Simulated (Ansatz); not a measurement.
Input and output of a self-consistent single point for AlInSb2 (Pmm2, 4 atoms in the cell) (Ansatz, an electronic-structure program).

Method of the run: LDA (PW92), default PAW files made with PBE (plane waves; Ansatz).

```
AlInSb2
1.0
    4.49265     0.00000     0.00000
    0.00000     4.49265     0.00000
    0.00000     0.00000     6.32977
Al In Sb
1 1 2
Direct
  0.00000   0.00000   0.00790
  0.50000   0.50000   0.50000
  0.00000   0.50000   0.23337
  0.50000   0.00000   0.76663
```

Reference input (self-consistent single point, DFT, LDA (PW92), plane waves, default PAW files made with PBE): basis.ecutwfc = 420 eV; kpoints.mp_grid.grid = 6 6 4; hamiltonian.xc = lda; hamiltonian.pseudopotentials = {kind: paw} (the program's default PAW files); scf.occupations.method = fermi_dirac; scf.occupations.width = 0.01 eV. This run's input differs from it in these lines:

Ansatz 0.2 input:
```diff
@@ -14,3 +14,3 @@
 kpoints:
-  mp_grid: { grid: [6, 6, 4] }
+  mp_grid: { grid: [16, 16, 11] }
 hamiltonian:
```

Output (repeated stretches shortened):

```
SCF iter   1: F=—  HF=-18642.107916 eV  |F-HF|=—  |Δ(HF+E_count)|=         —  Δρ=6.33e-3  dr2=3.28e-2  ethr=1.77e-3  ⟨swp⟩=8.1  Hψ=70291  notcnv=0
all-band conjugate gradients solve this SCF's bands
preconditioner: auto → Resta (q_TF=auto, 2.301 Å⁻¹)
SCF iter   2: F=—  HF=-18642.098255 eV  |F-HF|=—  |Δ(HF+E_count)|=   9.66e-3  Δρ=2.87e-3  dr2=6.88e-3  ethr=7.13e-5  ⟨swp⟩=2.9  Hψ=27042  notcnv=0  defer=485
   [... lines left out ...]
SCF iter   4: F=—  HF=-18642.096934 eV  |F-HF|=—  |Δ(HF+E_count)|=   2.54e-5  Δρ=1.36e-4  dr2=3.58e-5  ethr=6.01e-7  ⟨swp⟩=2.0  Hψ=24110  notcnv=0  defer=485
SCF iter   5: F=—  HF=-18642.096921 eV  |F-HF|=—  |Δ(HF+E_count)|=   1.34e-5  Δρ=3.86e-5  dr2=3.11e-6  ethr=7.78e-8  ⟨swp⟩=2.0  Hψ=24310  notcnv=0  defer=485
SCF iter   6: F=—  HF=-18642.096922 eV  |F-HF|=—  |Δ(HF+E_count)|=   1.34e-6  Δρ=8.95e-6  dr2=1.42e-7  ethr=6.76e-9  ⟨swp⟩=2.0  Hψ=16421  notcnv=0  defer=485
SCF iter   7: F=-18642.096922 eV  HF=-18642.096922 eV  |F-HF|=1.93e-8  |Δ(HF+E_count)|=   2.22e-8  Δρ=3.06e-6  dr2=2.50e-8  ethr=2.17e-10  ⟨swp⟩=10.2  Hψ=61079  notcnv=0
SCF 1 converged in 7 iterations: F = -18642.096922 eV  dr2 = 2.50e-8
Free energy (F): -18642.096922 eV
Internal energy: -18642.096922 eV  (E = F + TS)
E sigma→0 (E₀):  -18642.096922 eV
Fermi energy:    6.580730 eV
--- Forces (eV/Å), atoms counted from 1 ---
  atom   1  Al     0.00000000     0.00000000    -0.41363848
  atom   2  In     0.00000000     0.00000000     0.07161544
  atom   3  Sb     0.00000000     0.00000000     0.22558225
  atom   4  Sb     0.00000000     0.00000000     0.11644810
--- Stress (GPa, compression-positive) ---
       -2.039321       0.000000       0.000000
        0.000000      -1.258471       0.000000
        0.000000       0.000000      -1.563291
  P = ⅓ Tr σ = -1.6204 GPa (-16.204 kbar)
  The stress holds the Pulay correction. Without it, at fixed plane waves, as pw.x and ABINIT print it: P = -1.6491 GPa
```

The run converged in 7 iterations. Against the reference run the free energy drops by 3.9 meV/atom, the pressure hardly changes (-1.65 to -1.62 GPa), the largest force stays at 0.414 eV/Å and the gap on the mesh moves little (0.263 to 0.265 eV).

The starting cell comes from a database of computed structures (which also holds hypothetical and non-ambient phases and stackings), without a prior relaxation at this level. Its lattice was rescaled by up to half a per cent. One atom was moved a little off its site on purpose. Spin-orbit coupling is off. Ansatz's pressure includes its estimate of the finite-basis (Pulay) stress.

Cost on one core of a shared machine: roughly 3 min.
